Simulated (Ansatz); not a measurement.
Structures of equal composition on the (110) surface of bcc Ta: a layer of Ge in place of the second plane; a layer of Ge in place of the third plane. The slabs share one bottom face, and each structure is named by its start. These are constructed structures in small cells; real faces may alloy, dewet or reconstruct in larger ones, and not all known structures of the face are among them. Slabs of about 11 Å with all that they carry, Fermi-Dirac smearing of 0.1 eV. Bottom of the slabs: a bare face, its two planes held. Relaxed from the named starts with such symmetry as they have, on meshes of like density; energies extrapolated to zero smearing; no spin-orbit coupling, no U. Spin-polarised runs, if any, are marked in brackets, and their order is one that fits the cell; the others ran without spin.

The numbers are results of PBE (plane waves to 420 eV, PAW; Ansatz, a first-principles code), not measurements.

Q: Put the candidates in order of energy per 1x1 cell, lowest first, for PBE.

A: a layer of Ge in place of the third plane (0.000 eV), a layer of Ge in place of the second plane (0.306 eV)
